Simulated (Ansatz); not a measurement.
**AgF (model structure, started from the wurtzite type, P6₃/mmc, No. 194, 4 atoms in the cell)**

All values below come from r²SCAN+rVV10 (plane waves, PAW; Ansatz, a first-principles code).

Run with plane-wave cutoff 560 eV, 18×18×10 k mesh (along the axes of the cell as run), Fermi–Dirac smearing 0.05 eV, no spin polarisation, scalar-relativistic PAW data made under PBE.

Cell (relaxed at this level):

```cif
data_Ag2F2
_chemical_formula_sum 'Ag2 F2'
_space_group_name_H-M_alt 'P63/mmc'
_space_group_IT_number 194
_space_group_name_Hall '-P 6c 2c'
_cell_length_a 4.08118
_cell_length_b 4.08118
_cell_length_c 4.83770
_cell_angle_alpha 90.000
_cell_angle_beta 90.000
_cell_angle_gamma 120.000
loop_
_atom_site_label
_atom_site_type_symbol
_atom_site_symmetry_multiplicity
_atom_site_Wyckoff_symbol
_atom_site_fract_x
_atom_site_fract_y
_atom_site_fract_z
_atom_site_occupancy
Ag1 Ag 2 c 0.33333 0.66667 0.25000 1
F1 F 2 d 0.66667 0.33333 0.25000 1
```

| Quantity | Result |
|---|---|
| band gap | 0.10 eV (under three smearing widths, so not firm) |

Note: the relaxation could raise the start's symmetry but not lower it, so the cell can be a saddle point.

Spin–orbit coupling is not included; it can close the smallest gap of 0.10 eV.

A model structure was made by putting elements into a prototype or built by hand; it is no filed structure, need not be a known phase, and can be a saddle point held by its symmetry.
